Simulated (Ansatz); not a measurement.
Start from GaAs in the zinc blende structure (space group F-43m, No. 216; a = 5.667 Å). Axes: x, y, z lie along the cube axes.

One thing is altered: uniaxial strain ε_zz = −1.22 %, all other strain components held at zero, atoms relaxed at fixed cell.

Computed with r2SCAN (Ansatz, a quantum-chemistry and plane-wave program, PAW, no spin-orbit coupling).

### Question
Give the band edges at the high-symmetry points of the new zone, measured from its valence-band maximum.

### Answer
```json
[
 {"point": "Γ", "valence edge (eV)": "0.00", "conduction edge (eV)": "1.01"},
 {"point": "X", "valence edge (eV)": "-2.81", "conduction edge (eV)": "1.73"},
 {"point": "P", "valence edge (eV)": "-3.51", "conduction edge (eV)": "5.11"},
 {"point": "N", "valence edge (eV)": "-1.19", "conduction edge (eV)": "1.34"},
 {"point": "M", "valence edge (eV)": "-2.90", "conduction edge (eV)": "1.65"},
 {"point": "S", "valence edge (eV)": "-2.48", "conduction edge (eV)": "2.14"},
 {"point": "S₀", "valence edge (eV)": "-2.48", "conduction edge (eV)": "2.14"},
 {"point": "R", "valence edge (eV)": "-3.51", "conduction edge (eV)": "4.93"},
 {"point": "G", "valence edge (eV)": "-3.51", "conduction edge (eV)": "4.93"}
]
```

The gap is 1.01 eV, direct at Γ.

Whether these cells are dynamically stable was not tested. Labels are those of the standard path for the cell's own space group.
